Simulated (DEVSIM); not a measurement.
System: abrupt Si p-n junction, at 350 K.

Layer 1 from the left is Si, thickness (μm) 0.110, Na (cm⁻³) 2.3e17, τn (s) 0.00027, τp (s) 0.00027. Layer 2 from the left is Si, thickness (μm) 220, Nd (cm⁻³) 8.4e14, τn (s) 0.00027, τp (s) 0.00027.

Left contact: ohmic. Right contact: ohmic. Voltage is applied to the left contact. Recombination: SRH at mid-gap. Mobility is constant in doping.

This is a model device: material constants are rounded textbook-type values typed into the input, and sizes, dopings and lifetimes were drawn at random. Values at 300 K; Nc and Nv go as T^1.5, mobilities as T to minus their exponent, the gap by Varshni's rule with the affinity fixed.

Si: gap (eV) 1.124, affinity (eV) 4.05, permittivity 11.7, Nc (cm⁻³) 2.86e19, Nv (cm⁻³) 3.1e19, μn (cm²/Vs) 1417, μp (cm²/Vs) 470, T exponent of μn 2.3, T exponent of μp 2.2, Varshni α (eV/K) 0.000473, Varshni β (K) 636.

Simulated with DEVSIM: 1D drift-diffusion, Boltzmann statistics, complete ionisation; no tunnelling, impact ionisation, image-force lowering or self-heating.

### Question
What does the simulation give for the largest field in the device at zero bias, the dark forward voltage at 1 A/cm², the potential step across the device at zero bias?

### Answer
largest field in the device at zero bias 30000 V/cm; dark forward voltage at 1 A/cm² 0.566 V; potential step across the device at zero bias 0.634 V.
